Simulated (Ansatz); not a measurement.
Data:

End structure of a constructed model of the (111) surface of fcc Pd, a pseudomorphic layer of Ti in the other hollow (bottom of the slab: a bare face, its two planes held):

```
CELL_PARAMETERS angstrom
      2.78861     0.00000     0.00000
     -1.39431     2.41501     0.00000
      0.00000     0.00000    30.50000
ATOMIC_POSITIONS crystal
  Pd 0.33333 0.66667 0.26975
  Pd 0.66667 0.33333 0.34440
  Pd 0.00000 0.00000 0.41883
  Pd 0.33333 0.66667 0.49355
  Pd 0.66667 0.33333 0.56872
  Pd 0.00000 0.00000 0.64562
  Ti 0.66667 0.33333 0.71578
```

Set-up: 7 atoms, 14.0 Å thick at the start; mesh 15x15x1; 0.1 eV smearing; dipole correction on; 2 atoms held, the rest relaxed; symmetry of the start imposed; no spin, no spin-orbit, no U. In PBE it is, or lies within 0.01 eV a 1x1 cell of, the lowest of the 2 structures of its composition computed so far; larger cells were not tried.

Q: Give the work function of the top face at the level PBE (Ansatz, an electronic-structure program).

A: 4.39 eV
